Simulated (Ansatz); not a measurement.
We consider Li2MnO3 (C2/m, No. 12), described by r²SCAN in Ansatz (PAW).

Numerical settings: plane-wave cutoff 500 eV, 10×10×8 k mesh (along the axes of the cell as run), Fermi–Dirac smearing 0.05 eV, spin-polarised with parallel moments, scalar-relativistic PAW data made under PBE.

Computed at the level's own relaxed cell.

Task: What does this level give for the volume per atom and band gap?

Result: 
volume per atom: 8.18 Å³/atom
band gap: 2.52 eV (on the SCF k mesh)

Note: the magnetic order was assumed, not searched for or taken from measurement; the relaxation could not lower the start's symmetry, so the cell can be a saddle point above a distorted one.

Static lattice: no zero-point or thermal effects.

Ansatz is a quantum-chemistry and plane-wave program.
